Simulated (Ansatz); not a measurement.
**Carrier properties of CaO under load (space group I4/mmm)**

Consider the following.

```
CELL_PARAMETERS angstrom
      0.00000     2.43008     2.36044
      2.43008     0.00000     2.36044
      2.43008     2.43008     0.00000
ATOMIC_POSITIONS crystal
  Ca 0.00000 0.00000 0.00000
  O  0.50000 0.50000 0.50000
```

These are r2SCAN, rigid bands (plane waves, PAW, scalar-relativistic; Ansatz, a quantum-chemistry and plane-wave program) values and carry that method's errors. Condition of this run: biaxial stress in (001) of -4.4 GPa (compression positive) (the target of the relaxation). How the cell was made: cell and atoms relaxed with PBEsol, then loaded as said.

```json
{
  "band_gap": "4.09 eV",
  "electron conductivity mass (300 K, dilute)": "0.45 (x), 0.45 (y), 1.28 (z) mₑ",
  "hole conductivity mass (300 K, dilute)": "2.8 (x), 2.8 (y), 0.55 (z) mₑ",
  "effective density of states N_c (300 K)": "1.4e19 cm⁻³",
  "effective density of states N_v (300 K)": "6.1e19 cm⁻³",
  "density_of_states_mass_electrons": "0.68 mₑ",
  "density_of_states_mass_holes": "1.82 mₑ",
  "Seebeck coefficient, n-type 1e19 cm⁻³, 300 K": "-267 μV/K",
  "best n-type power factor at 300 K for τ = 10 fs (best axis; densities from 1e16 to 1e21 cm⁻³ tried, whether or not they can be reached)": "10.5 μW/(cm·K²) at 3e20 cm⁻³",
  "Seebeck coefficient, p-type 1e19 cm⁻³, 300 K": "416 μV/K"
}
```

Rigid bands; masses and Seebeck coefficients take one relaxation time τ for all states and one kind of carrier; polarons and phonon drag are left out. Spin-orbit coupling is left out; where it splits the top of the valence band, N_v and the p-type Seebeck coefficient come out somewhat high without it. Geometry: cell and atoms relaxed with PBEsol.
